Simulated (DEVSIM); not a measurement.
## Schottky contact on n-type Si

Structure: Schottky contact on n-type Si, at 300 K.

```tsv
layer (left to right)	material	thickness (μm)	Nd (cm⁻³)	τn (s)	τp (s)
1	Si	0.440	3.3e13	0.00028	0.00028
```

Left contact: Schottky, work function 4.66 eV, emission velocity 1.2e7 cm/s. Right contact: ohmic. Voltage is applied to the left contact. Recombination: SRH at mid-gap, radiative. Mobility is constant in doping.

The device is made up for the run: typed textbook-type constants, with dimensions and the other settings drawn at random. Values at 300 K.

```tsv
parameter	Si
gap (eV)	1.124
affinity (eV)	4.05
permittivity	11.7
Nc (cm⁻³)	2.86e19
Nv (cm⁻³)	3.1e19
μn (cm²/Vs)	1417
μp (cm²/Vs)	470
B (cm³/s)	4.7e-15
```

Model (solved in DEVSIM): 1D drift-diffusion, Boltzmann statistics, complete ionisation; no tunnelling, impact ionisation, image-force lowering or self-heating. Metal contacts follow the ideal Schottky-Mott rule: no Fermi-level pinning, no interface dipoles.

Potential step across the device at zero bias: 0.257 V
Largest field in the device at zero bias: 5900 V/cm
Dark forward voltage at 1 A/cm²: 0.198 V
Dark forward voltage at 100 A/cm²: 0.844 V

Dark forward current:

```
V (V)  J (A/cm²)
-----  ---------
0.05      0.0066
0.10       0.044
0.20         1.1
0.25         3.6
0.35          16
0.40          25
0.50          41
0.55          50
0.65          67
0.70          76
0.75          84
0.85         100
0.90         110
1.00         130
1.05         140
1.15         150
1.20         160
1.30         180
1.35         190
1.40         190
1.50         210
1.55         220
1.65         240
1.70         250
1.80         260
1.85         270
1.95         290
2.00         300
```

Dark reverse current:

```json
[
 {"V (V)": "-0.20", "J (A/cm²)": "-0.0017"},
 {"V (V)": "-0.50", "J (A/cm²)": "-0.0021"},
 {"V (V)": "-1.00", "J (A/cm²)": "-0.0024"},
 {"V (V)": "-1.50", "J (A/cm²)": "-0.0026"},
 {"V (V)": "-2.00", "J (A/cm²)": "-0.0027"},
 {"V (V)": "-3.00", "J (A/cm²)": "-0.0028"},
 {"V (V)": "-4.00", "J (A/cm²)": "-0.0029"},
 {"V (V)": "-5.00", "J (A/cm²)": "-0.0029"},
 {"V (V)": "-6.50", "J (A/cm²)": "-0.0030"},
 {"V (V)": "-8.00", "J (A/cm²)": "-0.0030"},
 {"V (V)": "-10.00", "J (A/cm²)": "-0.0031"}
]
```
